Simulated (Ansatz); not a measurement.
Base system: Sn$_{4}$Au (space group Ccce, No. 68; a = 6.522 Å, b = 11.760 Å, c = 6.490 Å; a cell from a computed database, its experimental status unchecked). Axes: x, y, z lie along a, b, c of the conventional cell.

The values are results of PBEsol (Ansatz, a quantum-chemistry and plane-wave program; PAW; 420 eV plane waves; spin-orbit coupling left out), not measurements.

Before the change:

| Quantity | Value |
|---|---|
| Pressure | 0.0 GPa |
| Shortest interatomic distance | 5.400 bohr |

The change: a pure shear with ε_xy = ε_yx = 0.0034; the atoms relax in the strained cell.

### Question
Estimate the effect on the pressure.

### Answer
The pressure (mean of the normal stresses, compression positive) stays 0.0 GPa.

### Question
Estimate the effect on the shortest interatomic distance.

### Answer
The shortest interatomic distance stays essentially unchanged (5.400 bohr against 5.398 bohr).

Stability against distortions was not tested.
